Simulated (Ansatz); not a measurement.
An Ansatz (an electronic-structure program) run: ZnGeAs2 with a change (uniaxial strain ε_zz = −0.75 %); DFT with PBEsol, PAW potentials and a 420 eV plane-wave cutoff in Ansatz, scalar-relativistic without spin-orbit coupling.

Input:

Ansatz 0.2 input:
```yaml
crystal:
  lattice:
    - [-2.8274525326, 2.8274525326, 5.5517085054]
    - [2.8274525326, -2.8274525326, 5.5517085054]
    - [2.8274525326, 2.8274525326, -5.5517085054]
  atoms:
    - { symbol: As, position: [0.375, 0.3736915964, 0.4986915964] }
    - { symbol: As, position: [0.6263084036, 0.125, 0.0013084036] }
    - { symbol: As, position: [0.875, 0.8763084036, 0.5013084036] }
    - { symbol: As, position: [0.1236915964, 0.625, 0.9986915964] }
    - { symbol: Ge, position: [0.5, 0.5, 0] }
    - { symbol: Ge, position: [0.25, 0.75, 0.5] }
    - { symbol: Zn, position: [0, 0, 0] }
    - { symbol: Zn, position: [0.75, 0.25, 0.5] }
basis: { ecutwfc: 420, ecutrho_ratio: 4, xc_grid: 2, fft_grid_basis: typed }
kpoints: { mp_grid: { grid: [8, 8, 8] } }
hamiltonian:
  xc: pbesol
  dispersion: none
  pseudopotentials: { kind: paw }
scf: { occupations: { method: fermi_dirac, width: 0.05 }, convergence: { dr2_threshold: 0.0000000008 } }
relax: { f_tol: 0.005, max_steps: 50 }
output: { forces: true, stress: true }
checkpoint: { write: state.ck, write_every: 1000 }
```

Output (explanatory and most iteration lines left out):

```
Relaxation: its limit of steps is 50 (relax.max_steps)
Pseudopotential: As, paw, valence charge 15
Pseudopotential: Ge, paw, valence charge 14
Pseudopotential: Zn, paw, valence charge 12
Crystal: 8 atoms, lattice volume = 177.532 Å³
Basis set: ecut = 420 eV, 3491 PW (Γ), exchange–correlation on 96×96×96 points (8 copies of the dense FFT grid, shifted against one another)
Bands: 68, of which v1, the nominal top of the filled ones, is band 56 counted from 1 (55 counted from 0)
Symmetry: 8 space group operations
Space group: I-42d (ITA 122), of the structure as read, at distance tolerance 5.6e-5 Å
k-points: 59 of 512 (time reversal used)
Functional: x = pbesol(κ = 0.804, μ = 0.12345679012345678), c = pbesol(β = 0.046)
SCF iter   1: F=—  HF=-34321.945457 eV  |F-HF|=—  |Δ(HF+E_count)|=         —  Δρ=3.11e-3  dr2=1.59e-2  ethr=1.77e-3  ⟨swp⟩=6.0  Hψ=14998  notcnv=0  defer=18
SCF iter   2: F=—  HF=-34321.938678 eV  |F-HF|=—  |Δ(HF+E_count)|=   6.78e-3  Δρ=1.24e-3  dr2=4.08e-3  ethr=1.42e-5  ⟨swp⟩=3.0  Hψ=8045  notcnv=0  defer=121
SCF 1 converged in 10 iterations: F = -34321.937930 eV  dr2 = 1.25e-10
relax step   1: F+E_penalty+E_count = -34321.93793045 eV  Δ(F+E_penalty+E_count) = +0.000e0 eV  max|allowed force component| = 2.705e-3 eV/Å  Δτ_max = 0.0000 Å  (10 SCF iters, accepted)
SCF converged after 10 iterations
Free energy (F): -34321.937930 eV
Internal energy: -34321.937653 eV  (E = F + TS)
E sigma→0 (E₀):  -34321.937792 eV
Entropy (-TS):   -0.000278 eV (-0.035 meV/atom)
Fermi energy:    8.554702 eV
--- Forces (eV/Å), atoms counted from 1 ---
  atom   1  As     0.00270516     0.00000000     0.00000000
  atom   2  As    -0.00000000    -0.00270516     0.00000000
  atom   3  As    -0.00270516    -0.00000000     0.00000000
  atom   4  As     0.00000000     0.00270516    -0.00000000
  atom   5  Ge    -0.00000000     0.00000000    -0.00000000
  atom   6  Ge     0.00000000    -0.00000000    -0.00000000
  atom   7  Zn     0.00000000     0.00000000    -0.00000000
  atom   8  Zn     0.00000000    -0.00000000    -0.00000000
--- Stress (GPa, compression-positive) ---
        0.391205       0.000000       0.000000
        0.000000       0.391205      -0.000000
        0.000000      -0.000000       0.797027
  P = ⅓ Tr σ = 0.5265 GPa (5.265 kbar)
--- Relaxed structure (1 steps of the walk, 1 accepted, 0 SCFs on fresh bases) ---
  atoms:
    - { symbol: As, position: [0.37499999999999994, 0.3736915964, 0.49869159640000005] }
    - { symbol: As, position: [0.6263084035999998, 0.12499999999999989, 0.0013084035999999521] }
    - { symbol: As, position: [0.8749999999999999, 0.8763084035999998, 0.5013084036] }
    - { symbol: As, position: [0.12369159639999996, 0.625, 0.9986915964] }
    - { symbol: Ge, position: [0.5, 0.5, 0.0] }
    - { symbol: Ge, position: [0.25000000000000006, 0.75, 0.5] }
    - { symbol: Zn, position: [0.0, 0.0, 0.0] }
    - { symbol: Zn, position: [0.75, 0.25000000000000006, 0.5] }
```

Whether these cells are dynamically stable was not tested. The cell was made from ZnGeAs2 in the chalcopyrite structure (space group I-42d, No. 122) by this change: uniaxial strain ε_zz = −0.75 %.
